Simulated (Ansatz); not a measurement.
## Response to strain in TiB2

The reference is TiB2 (space group P6/mmm, No. 191; relaxed with 0.1 eV smearing).

```xyz
3
Lattice="3.0324 0.0000 0.0000 -1.5162 2.6261 0.0000 0.0000 0.0000 3.2238" Properties=species:S:1:pos:R:3 pbc="T T T"
Ti     0.0000     0.0000     0.0000
B      1.5162     0.8754     1.6119
B      0.0000     1.7507     1.6119
```

Cartesian axes are those of the cell as printed.

Strains are applied to the cell and any free atomic positions relax; under biaxial strain the out-of-plane vector relaxes too.

All numbers come from Ansatz (a quantum-chemistry and plane-wave program), PBE, PAW, cutoff 420 eV, scalar-relativistic without spin-orbit coupling.

Candidates:
(a) biaxial strain −2.50 %, plane normal [001], relaxed out of plane
(b) biaxial strain −1.50 %, plane normal [001], relaxed out of plane
(c) biaxial strain +0.50 %, plane normal [001], relaxed out of plane
(d) biaxial strain −1.00 %, plane normal [001], relaxed out of plane

Problem. Order them by out-of-plane strain, highest first.

Solution. (a) biaxial strain −2.50 %, plane normal [001], relaxed out of plane (+1.16 %), (b) biaxial strain −1.50 %, plane normal [001], relaxed out of plane (+0.69 %), (d) biaxial strain −1.00 %, plane normal [001], relaxed out of plane (+0.46 %), (c) biaxial strain +0.50 %, plane normal [001], relaxed out of plane (-0.22 %)

Whether these cells are dynamically stable was not tested. The final runs are not spin-polarised.
